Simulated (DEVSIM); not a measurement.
System: Mo/SiO2/p-Si capacitor, at 300 K.

| layer (left to right) | material | thickness (nm) | Na (cm⁻³) |
|---|---|---|---|
| 1 | SiO2 | 1.80 | - |
| 2 | Si | 640 | 8e17 |

Metal gate on the left, work function 4.6 eV. Fixed charge at the semiconductor interface 4e10 cm⁻² (in units of +e); no interface traps.

The device is made up for the run: typed textbook-type constants, with dimensions and the other settings drawn at random. Values at 300 K.

```csv
parameter,SiO2,Si
gap (eV),9,1.124
affinity (eV),0.9,4.05
permittivity,3.9,11.7
Nc (cm⁻³),-,2.86e19
Nv (cm⁻³),-,3.1e19
```

Model (solved in DEVSIM): 1D Poisson equation in equilibrium, Boltzmann statistics, complete ionisation; no quantum confinement or tunnelling. Metal contacts follow the ideal Schottky-Mott rule: no Fermi-level pinning, no interface dipoles.

Base results: threshold voltage (band bending 2φF) (V) 0.71; flat-band voltage (V) -0.48; capacitance of the dielectric stack (μF/cm²) 1.92; minimum of the low-frequency capacitance (μF/cm²) 0.254.

### Question
What follows from this one change: fixed charge 4e+10 → 2.59e+12 cm^-2?

### Answer
threshold voltage (band bending 2φF) 0.71 → 0.50 V; flat-band voltage -0.48 → -0.69 V; capacitance of the dielectric stack little changed (1.92 μF/cm²); minimum of the low-frequency capacitance little changed (0.255 μF/cm²).

### Question
What follows from this one change: SiO2 thickness 0.0018 → 0.0015 μm?

### Answer
threshold voltage (band bending 2φF) 0.71 → 0.67 V; flat-band voltage little changed (-0.48 V); capacitance of the dielectric stack 1.92 → 2.30 μF/cm²; minimum of the low-frequency capacitance 0.254 → 0.262 μF/cm².

### Question
What follows from this one change: substrate doping 8e+17 → 4e+17 cm^-3?

### Answer
threshold voltage (band bending 2φF) 0.71 → 0.61 V; flat-band voltage -0.48 → -0.46 V; capacitance of the dielectric stack little changed (1.92 μF/cm²); minimum of the low-frequency capacitance 0.254 → 0.190 μF/cm².

### Question
What follows from this one change: interface trap density 0 → 3e+11 cm^-2 eV^-1?

### Answer
threshold voltage (band bending 2φF) 0.71 → 0.73 V; flat-band voltage little changed (-0.49 V); capacitance of the dielectric stack little changed (1.92 μF/cm²); minimum of the low-frequency capacitance 0.254 → 0.289 μF/cm².
